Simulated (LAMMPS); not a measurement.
Consider a symmetric tilt boundary about [001] in Si (diamond structure), boundary plane (430) of one grain on (4-30) of the other (0 K).

All values are model results, not measurements: classical force field (static), pair style meam, file library.meam (library.meam-Si), run in LAMMPS.

The boundary energy (lowest found) is 0.955 J/m² and the excess volume is 0.14 Å. The Σ is 25 and the rotation about the axis comes out as 73.74 °. The disorientation (full cubic symmetry) is 16.26 °, the largest excess energy of an atom is 0.48 eV and the lattice constant at 0 K is 5.431 Å. The cost comes out as about 4 core-minutes (a rough figure).

Potential: file library.meam of the LAMMPS distribution; its header cites Baskes, Phys Rev B, 46, 2727-2742 (1992).

Caution: the potential MEAM library.meam-Si is a first-neighbour MEAM set with a 4 Å cutoff, used here without a parameter file and away from the static properties it was fitted to.
